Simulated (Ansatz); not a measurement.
Start from CdS in the wurtzite structure (space group P6_3mc, No. 186).

```
CdS
1.0
    4.19659     0.00000     0.00000
   -2.09830     3.63436     0.00000
    0.00000     0.00000     6.83017
Cd S
2 2
Direct
  0.33333   0.66667   0.99917
  0.66667   0.33333   0.49917
  0.33333   0.66667   0.37563
  0.66667   0.33333   0.87563
```

Cartesian axes are those of the cell as printed.

All numbers come from Kohn–Sham DFT with the PBE functional, run in Ansatz (a first-principles code) with PAW and 420 eV plane waves, no SOC, earlier PAW set.

Modification: the cell is scaled by 1.0141 in all directions; the atoms relax in the strained cell.

Predict the stress tensor and what it implies for the stiffness.

Stress of the strained cell less that of the base (GPa, compression positive):
```
  -2.03    0.00    0.00
   0.00   -2.03    0.00
   0.00    0.00   -2.03
```

Then B = −ΔP/(ΔV/V₀) with ΔV/V₀ = 0.0429 gives secant stiffness values (nonlinear terms included at this strain): B (at held cell shape, above the free-shape value) ≈ 47 GPa.

As a check, the harmonic strain energy −½ V₀ Δσ:ε is 7.0 meV/atom; the computed energy rise is 7.4 meV/atom.

No phonon test of stability was made.
